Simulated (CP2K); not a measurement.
Band structure of AlNi (Pm-3m, 2 atoms in the cell).

```
AlNi
1.0
    2.82139     0.00000     0.00000
    0.00000     2.82139     0.00000
    0.00000     0.00000     2.82139
Al Ni
1 1
Direct
  0.50000   0.50000   0.50000
  0.00000   0.00000   0.00000
```

Level of theory: PBE, GPW, DZVP-MOLOPT-SR-GTH basis, GTH-PBE potentials (GTH_POTENTIALS) (CP2K 2026.2).

Settings: CUTOFF = 600 Ry; REL_CUTOFF = 50 Ry; SMEAR/METHOD = GAUSSIAN; SIGMA = 0.272 eV; KPOINTS/SCHEME = MONKHORST-PACK 9 9 9; XC_FUNCTIONAL = PBE; Al/BASIS_SET = DZVP-MOLOPT-SR-GTH-q3; Al/POTENTIAL = GTH-PBE-q3; Ni/BASIS_SET = DZVP-MOLOPT-SR-GTH-q18; Ni/POTENTIAL = GTH-PBE-q18; METHOD = GPW; EPS_DEFAULT = 1e-11; EXTRAPOLATION = USE_GUESS; NGRIDS = 5.

The starting cell comes from a database of computed structures (which also holds hypothetical and non-ambient phases and stackings), without a prior relaxation at this level. Its lattice was rescaled by a random factor within 2.5 % of one. Spin polarisation is off. Values carry the incompleteness of an atom-centred basis.

Levels in eV from the Fermi level, bands 7 to 12:
```
point      7      8      9     10     11    12
-----  -----  -----  -----  -----  -----  ----
Γ      -3.57  -1.69  -1.69  -1.69   5.78  5.78
X      -3.01  -2.45  -2.45  -1.58  -0.69  8.37
M      -3.14  -3.14  -2.28  -2.28  -1.10  1.55
R      -4.47  -1.07  -1.07   1.91   1.91  1.91
```

Bands cross the Fermi level along this path, so the cell is metallic at this level.

Higher empty bands are left out: an atom-centred basis made for the valence describes them poorly.
